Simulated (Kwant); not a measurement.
Model system: wire with a side stub in a ZnO two-dimensional gas. Effective mass 0.3 mₑ, grid spacing 7.5 nm, hard walls, nominal width 150 nm (19 grid rows, so walls 150 nm apart), one parabolic valley, scattering region 450 nm long along x; energies count from the band bottom; Fermi energy swept from 4.4567e-05 to 0.00052923 eV. Closed stub on one side, 190 nm wide and 140 nm deep.

Constants are typed, rounded textbook-type inputs, not results; the design itself was drawn at random and stands for no fabricated device.

Kwant, effective-mass tight-binding model on a square grid, one spin, coherent transport at 0 K. Conductance is in e²/h.

Q: How many channels do the leads carry at E = 0.338, 0.399 meV?

A: The hard-wall thresholds are n² ħ²π²/(2mW²) = n² × 0.0557 meV with W = 150 nm. √(0.338/0.0557) = 2.46, so 2. √(0.399/0.0557) = 2.68, so 2.
